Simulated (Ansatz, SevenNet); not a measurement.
Ladder of methods for the lattice parameter a of L1₂ (Cu3Au-type) Ni3Si

Reference value: 3.510 Å (measured, temperature not stated, not corrected to a static lattice; as tabulated in Metallic Nickel Silicides: Experiments and Theory for NiSi and First Principles …).

| level (code) | value (Å) | difference (%) |
|---|---|---|
| SevenNet-l3i5 | 3.497 | -0.37 |
| LDA (Ansatz) | 3.428 | -2.34 |
| PBE (Ansatz) | 3.506 | -0.11 |
| PBE-D3(BJ) (Ansatz) | 3.465 | -1.28 |
| r²SCAN-D4 (Ansatz) | 3.454 | -1.60 |
| r²SCAN+rVV10 (Ansatz) | 3.456 | -1.54 |
| HSE06 (Ansatz) | 3.461 | -1.40 |
| LC-ωPBE (Ansatz) | 3.417 | -2.65 |
| PBE0 (Ansatz) | 3.459 | -1.45 |

The reference's temperature isn't stated, so close values are not ranked against it. Off by more than 1.25 %, or 1.75 % on the side where a correction would as a rule narrow the miss (bounds picked here): LC-ωPBE (-2.65 %), LDA (-2.34 %).

The measured value isn't corrected to a static lattice, so vibrations enter the comparison. A static lattice is as a rule a little smaller than the measured one. The crystal itself was run without spin with LDA, PBE, PBE-D3(BJ), r²SCAN-D4, r²SCAN+rVV10, HSE06, LC-ωPBE, PBE0; a magnetic state was not tried in these runs. HSE06: exact exchange on metals is sensitive to the k mesh and can open a false gap. HSE06: the run warned that the count of filled bands differs between k points. LC-ωPBE, PBE0: the run has no spin polarisation, so it can have missed a magnetic state. Cutoffs and k meshes differ between the levels. Ansatz's density-functional and Hartree–Fock values are scalar-relativistic unless marked +SOC, with PAW data made under PBE.

Machine-learned potentials (SevenNet-l3i5) are trained on DFT data: a solid inside that data is no test of them.

Differences are worked out from the printed values.

Ansatz is a quantum-chemistry and plane-wave program.
